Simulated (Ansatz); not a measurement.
The starting structures come from a database of crystals and need not be the phases stable at ambient conditions.

Here is the system:

```
CELL_PARAMETERS angstrom
      3.33957     0.00000     0.00000
      0.00000     3.33957     0.00000
      1.66978     1.66978     2.40963
ATOMIC_POSITIONS crystal
  B  0.75000 0.25000 0.50000
  As 0.00000 0.00000 0.00000
```

Space group of this cell: I-4m2. The cell is strained (lengths across the current scaled by 0.98, ions clamped); by r2SCAN its mean pressure is 2.7 GPa.

Transport runs along the normal of the first two printed cell vectors, the (001) (indices of the unstrained crystal) plane of the conventional cell.

The gap is the functional's own, uncorrected, and κ follows it; spin-orbit coupling is left out. Mid-gap values are interpolated between the computed energies.

Problem. Predict the band gap and the smallest decay constant κ at mid-gap from r2SCAN (Ansatz, an electronic-structure program).

Solution. Gap 1.20 eV on a 12×12×12 mesh; κ = 0.160 1/Å, at the zone centre.
